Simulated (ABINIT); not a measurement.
## Equation of state of rock-salt HfC (space group 225): energy against volume (ABINIT, PBE)

```yaml
crystal:
  lattice:
    - [0.00000, 2.27875, 2.27875]
    - [2.27875, 0.00000, 2.27875]
    - [2.27875, 2.27875, 0.00000]
  atoms:
    - { symbol: Hf, position: [0.00000, 0.00000, 0.00000] }
    - { symbol: C, position: [0.50000, 0.50000, 0.50000] }
```

Computed with PBE, norm-conserving pseudopotentials (PseudoDojo nc-sr-05 PBE standard) (plane waves; ABINIT). Settings: pseudos = [Hf.upf, C.upf]; ecut = 53 Ha; occopt = 3; tsmear = 0.00183747 Ha; ngkpt = 22 22 22; nshiftk = 1; shiftk = 0 0 0; potentials = PseudoDojo nc-sr-05 PBE standard; nband = 13; kptopt = 1; nstep = 100; toldfe = 1e-09 Ha. The cell above is the first row's. The rows scale it uniformly. In all rows fractional positions and the k mesh are held. E is the free energy at the stated smearing, counted from the lowest row.

```
V (Å^3/atom)  E (meV/atom)
------------  ------------
11.833               37.47
12.090               15.78
12.347                3.60
12.605                0.00
12.862                4.15
13.119               15.28
13.376               32.73
13.633               55.87
13.891                   ?
```

Question: Using the third-order Birch-Murnaghan form, a cubic in V^(-2/3), estimate the missing E at V = 13.891 from the other rows, showing the fit.

Answer: With u = V^(-2/3) - 0.184, the rows have u = 0.008577, 0.005838, 0.003194, 0.000631, -0.001837, -0.004224, -0.006534, -0.008771. Least squares gives E = 0.343 - 942.47·u + 614420·u² + 12741·u³. Residuals (row less fit): 0.003, -0.004, -0.001, 0.007, 0.002, -0.006, 0.001, 0.002; standard error 0.005 (degrees of freedom: 4). Its minimum lies at u = 0.000767, so V0 = (0.184767)^(-3/2) = 12.59. There d²E/du² = 1229000 and d³E/du³ = 76450, so B0 = (4/9) × 12.59^(-7/3) × 1229000 × 0.160218 = 237 GPa (the last factor turns the table's units into GPa), and B0' = 4 + (2/3) × 0.184767 × (76450)/1229000 = 4.0. The program's pressures in the fitted runs (not shown) pass through zero at V = 12.59, 0.00 % from this V0. At the withheld row, u = -0.010948, so E = 0.343 - 942.47 × (-0.010948) + 614420 × (-0.010948)² + 12741 × (-0.010948)³ = 84.288 meV/atom. The calculation gives 84.15 meV/atom, 0.138 meV/atom below the prediction (0.2 % of the range of E in the table). The row lies outside the fitted rows, so this is an extrapolation. From the scatter of the fitted rows alone, a prediction at this place has a standard error of 0.013 meV/atom, so the miss is 10.5 times that.

Carrying the step between the two nearest rows on in a straight line would have given 79.10, off by 5.05; series whose last step already gives the withheld value aren't shown. The scan was laid around a cell of about the measured size, scaled by a guess for this functional. The runs keep the symmetry of the cell, so they don't test it for distortions. Spin-orbit coupling is off. Cutoffs and mesh are single choices, not tested for convergence of this quantity. Series with a scatter that would blur these digits, or in which a gap closes, are not shown. Nor are scans whose minimum lies at an end fitted in this form.

Terms beyond the fitted order, or numerical noise in single rows, can give a miss of this size; the table doesn't tell which.
